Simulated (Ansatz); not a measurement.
A computed series for InSb: thickness series

Base system: InSb in the zinc blende structure (space group F-43m, No. 216; a = 6.520 Å). Axes: x, y, z lie along the cube axes.

Free-standing slabs (2 atom(s) a layer) normal to [110] with 15 Å of vacuum; in-plane cell held at bulk.

Computed with PBEsol/PAW in Ansatz (a program for electronic structure), scalar-relativistic without spin-orbit coupling, earlier PAW set.

Notes on the quantities. layer's space group: with vacuum.

| change | layer's space group | thickness between the outermost nuclei | gap character |
|---|---|---|---|
| 1 layer | Pmm2 (No. 25) | – | – |
| 2 layers | Pmn2_1 (No. 31) | 2.95 Å | indirect, Γ → Γ–Z (80 % along) |
| 3 layers | Pmm2 (No. 25) | 5.16 Å | indirect, Γ → X |
| 4 layers | Pmn2_1 (No. 31) | 7.55 Å | indirect, Γ → k = (0, 0.429, 0) in the run's primitive reciprocal basis |
| 5 layers | Pmm2 (No. 25) | 9.77 Å | indirect, Γ → U |
| 6 layers | Pmn2_1 (No. 31) | 12.13 Å | direct at Γ |
| 7 layers | Pmm2 (No. 25) | 14.40 Å | direct at Γ |

With Sb present, leaving out spin-orbit coupling can change the band edges. Stability against distortions was not tested. All final runs are without spin polarisation. Labels are those of the standard path for the cell's own space group.
